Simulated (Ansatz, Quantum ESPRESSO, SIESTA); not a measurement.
## Mg6SnSb (Amm2, 8 atoms in the cell) computed with different codes at matched settings

Self-consistent single point.

```xyz
8
Lattice="5.2618 0.0000 0.0000 0.0000 3.2612 5.5001 0.0000 -3.2612 5.5001" Properties=species:S:1:pos:R:3 pbc="T T T"
Mg     0.0000     1.6287     6.4210
Mg     0.0000    -1.6287     6.4210
Mg     2.6309     1.6279     4.5900
Mg     2.6309    -1.6279     4.5900
Mg     2.6309     0.0000     7.3272
Mg     2.6309     0.0000     1.8300
Sn     0.0000     0.0000     9.1606
Sb     0.0000     0.0000     3.6607
```

Shared settings, as Ansatz (a first-principles code) writes them: kpoints.mp_grid.grid = 6 6 6; scf.occupations.method = fermi_dirac; scf.occupations.width = 0.1 eV. Potentials and cutoffs stand in the table.

| code | model | pressure (GPa) | largest force (eV/Å) | cutoff |
|---|---|---|---|---|
| Quantum ESPRESSO | PBEsol, GBRV 1.5 ultrasoft (PBESOL) pseudopotentials | -1.25 | 0.024 | 40 Ry |
| Ansatz | PBEsol, PAW files made with PBE | -1.24 | 0.024 | 420 eV |
| SIESTA | GGA PBEsol, numerical atomic orbitals DZP, PseudoDojo PBEsol standard norm-conserving potentials (rewritten from UPF to PSML) | 1.30 | 0.046 | grid 350 Ry |

Size of the force on each atom (eV/Å): Sizes of forces hide their directions.

```csv
code,Mg1,Mg2,Mg3,Mg4,Mg5,Mg6,Sn7,Sb8
Quantum ESPRESSO,0.020,0.020,0.014,0.014,0.014,0.015,0.013,0.024
Ansatz,0.019,0.019,0.014,0.014,0.014,0.017,0.013,0.024
SIESTA,0.026,0.026,0.046,0.046,0.002,0.037,0.028,0.016
```

On Ansatz's run: spin-orbit coupling is off.

The spread over the programs that give each value: pressure within 2.55 GPa; largest force within 0.022 eV/Å.

SIESTA uses small atom-centred bases, whose incompleteness enters pressures, forces and empty levels differently from a plane-wave cutoff. Ansatz's pressure is given at a fixed set of plane waves, as the other plane-wave codes print theirs. In the pressure, SIESTA (by 2.54) lies more than 1 GPa from the median of the plane-wave programs.

On the base mesh (3 3 3) the same programs gave: Ansatz pressure -1.60 GPa; Quantum ESPRESSO pressure -1.60 GPa; SIESTA pressure 0.89 GPa.

The values differ from the base mesh's, so the mesh still matters here: the table compares the programs at equal settings.

The starting cell comes from a database of computed structures (which also holds hypothetical and non-ambient phases and stackings), without a prior relaxation at this level.

Left out of this page: CP2K (unsound by tests on forces, stress, charge or solver warnings).

Keys are those of Ansatz 0.2.
